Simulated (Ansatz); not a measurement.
## What isotropic strain +4.11 % does to GaN

The parent structure is GaN in the wurtzite structure (space group P6_3mc, No. 186; a = 3.1831 Å, c = 5.1836 Å).

One thing is altered: an isotropic linear strain of +4.11 %, atoms relaxed at fixed cell.

Method: DFT with r2SCAN, PAW potentials and a 500 eV plane-wave cutoff in Ansatz (a program for electronic structure), scalar-relativistic without spin-orbit coupling. Γ-centred 12×12×7 mesh, Fermi–Dirac width 0.05 eV.

| quantity | base | changed | shift |
|---|---|---|---|
| volume per atom | 11.37 Å³ | 12.83 Å³ | +1.46 Å³ |
| space group | P6_3mc (No. 186) | P6_3mc (No. 186) | – |
| shortest interatomic distance | 1.946 Å | 2.025 Å | +0.079 Å |
| energy relative to the base (free energy F) | 0 meV/atom | +93 meV/atom | +93 meV/atom |
| pressure (mean of the normal stresses, compression positive) | 0.00 GPa | -18.26 GPa | -18.26 GPa |
| band gap | 2.35 eV | 1.51 eV | -0.84 eV |
| gap character | direct at Γ | direct at Γ | – |
| width of the top valence band | 2.85 eV | 2.46 eV | -0.39 eV |
| electron mass | 0.17 mₑ along c, 0.19 mₑ across (at Γ) | 0.12 mₑ along c, 0.13 mₑ across (at Γ) | – |
| valence-band top at Γ (three highest levels, from the VBM) | 0.00, 0.00, -0.04 eV | 0.00, 0.00, -0.02 eV | – |

Final structure:

```
CELL_PARAMETERS angstrom
      3.31395     0.00000     0.00000
     -1.65697     2.86996     0.00000
      0.00000     0.00000     5.39668
ATOMIC_POSITIONS crystal
  Ga 0.66667 0.33333 0.00117
  Ga 0.33333 0.66667 0.50117
  N  0.66667 0.33333 0.62403
  N  0.33333 0.66667 0.12403
```

Effective masses come from finite differences of ±0.01 Å⁻¹. Stability against distortions was not tested.
